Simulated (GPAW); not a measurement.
GPAW is run on RbZrCu3Se4 (P-43m, 9 atoms in the cell), and the run fails. The aim is a self-consistent single point with DFT LDA (Perdew-Wang 92), plane waves, GPAW PAW datasets LDA (gpaw-data 1.0.1).

Cell that was meant: a = 6.3489 Å, b = 6.3489 Å, c = 6.3489 Å, α = 90.00°, β = 90.00°, γ = 90.00°.

Part of the input:

```python
              cell=[[6.348920, 0.000000, 0.000000],
                    [0.000000, 6.348920, 0.000000],
                    [0.000000, 0.000000, 6.348920]],
              positions=[[0.500000, 0.500000, 0.500000],
                         [0.000000, 0.000000, 0.000000],
                         [0.000000, 0.500000, 0.000000],
                         [0.500000, 0.000000, 0.000000],
                         [0.000000, 0.000000, 0.500000],
                         [0.227430, 0.227430, 0.227430],
                         [0.227430, 0.772570, 0.772570],
                         [0.772570, 0.772570, 0.227430],
                         [0.772570, 0.227430, 0.772570]],
              pbc=True)

calc = GPAW(mode=PW(800),
```

The program printed (abridged):

```
Input parameters:
  convergence: {bands: -6}
  kpts: [5 5 5]
  maxiter: 150
  mode: {ecut: 800.0,
         name: pw}
  nbands: -8
  occupations: {name: methfessel-paxton,
                order: 0,
                width: 0.01}
  symmetry: {symmorphic: False,
             tolerance: 0.0005}

species:
  Rb:
    name: Rubidium
    Z: 37.0
    valence: 9
   [... lines left out ...]
  Linear mixing parameter: 0.05
  old densities: 5
  Damping of long wavelength oscillations: 50

Hamiltonian:
  XC and Coulomb potentials evaluated on a 84*84*84 grid
  External potential:
    NoExternalPotential

Number of atoms: 9
Number of atomic orbitals: 61
Number of bands in calculation: 47
Number of valence electrons: 78
Bands to converge: 41

Density initialized from atomic densities
  47 bands from LCAO basis set

Atomic positions and initial magnetic moments

Positions:
   0 Rb     0.500000    0.500000    0.500000    ( 0.0000,  0.0000,  0.0000)
   1 Zr     0.000000    0.000000    0.000000    ( 0.0000,  0.0000,  0.0000)
   2 Cu     0.000000    0.500000    0.000000    ( 0.0000,  0.0000,  0.0000)
   3 Cu     0.500000    0.000000    0.000000    ( 0.0000,  0.0000,  0.0000)
   4 Cu     0.000000    0.000000    0.500000    ( 0.0000,  0.0000,  0.0000)
   5 Se     0.227430    0.227430    0.227430    ( 0.0000,  0.0000,  0.0000)
   6 Se     0.227430    0.772570    0.772570    ( 0.0000,  0.0000,  0.0000)
   7 Se     0.772570    0.772570    0.227430    ( 0.0000,  0.0000,  0.0000)
   8 Se     0.772570    0.227430    0.772570    ( 0.0000,  0.0000,  0.0000)

Unit cell:
           periodic     x           y           z      points  spacing
  1. axis:    yes    6.348920    0.000000    0.000000    42     0.1512
  2. axis:    yes    0.000000    6.348920    0.000000    42     0.1512
  3. axis:    yes    0.000000    0.000000    6.348920    42     0.1512

  Lengths:   6.348920   6.348920   6.348920
  Angles:   90.000000  90.000000  90.000000

Effective grid spacing dv^(1/3) = 0.1512

Traceback (most recent call last):
   [... frames left out ...]
numpy.linalg.LinAlgError: The leading minor of order 68 of B is not positive definite. The factorization of B could not be completed and no eigenvalues or eigenvectors were computed.

The above exception was the direct cause of the following exception:

Traceback (most recent call last):
   [... frames left out ...]
ValueError: Too few plane waves or grid points
```

Problem. Read the log: what does the program object to, and what is the fix?

Solution. The fault is this: fractional coordinates typed as Cartesian; here the program stops on it instead of giving results. To fix it, make label and numbers agree, by changing either. The program stopped with an error.

The sound input it was made from differs as follows (other fixes are possible):
```diff
-              positions=[[0.500000, 0.500000, 0.500000],
-                         [0.000000, 0.000000, 0.000000],
-                         [0.000000, 0.500000, 0.000000],
-                         [0.500000, 0.000000, 0.000000],
-                         [0.000000, 0.000000, 0.500000],
-                         [0.227430, 0.227430, 0.227430],
-                         [0.227430, 0.772570, 0.772570],
-                         [0.772570, 0.772570, 0.227430],
-                         [0.772570, 0.227430, 0.772570]],
+              scaled_positions=[[0.500000, 0.500000, 0.500000],
+                                [0.000000, 0.000000, 0.000000],
+                                [0.000000, 0.500000, 0.000000],
+                                [0.500000, 0.000000, 0.000000],
+                                [0.000000, 0.000000, 0.500000],
+                                [0.227430, 0.227430, 0.227430],
+                                [0.227430, 0.772570, 0.772570],
+                                [0.772570, 0.772570, 0.227430],
+                                [0.772570, 0.227430, 0.772570]],
```

With that input, the run converged in 27 iterations: free energy E − TS (from the program's reference atoms) -44.4503 eV; top of the valence band (on the code's own zero) 2.74 eV; gap on the k-point mesh 0.83 eV; pressure -4.79 GPa; largest force (vector length) 0.712 eV/Å (DFT LDA (Perdew-Wang 92), plane waves, GPAW PAW datasets LDA (gpaw-data 1.0.1)).

On the sound input: the starting cell comes from a database of computed structures (which also holds hypothetical and non-ambient phases and stackings), without a prior relaxation at this level. With a pressure of about -5 GPa the cell is away from its equilibrium volume at this level.
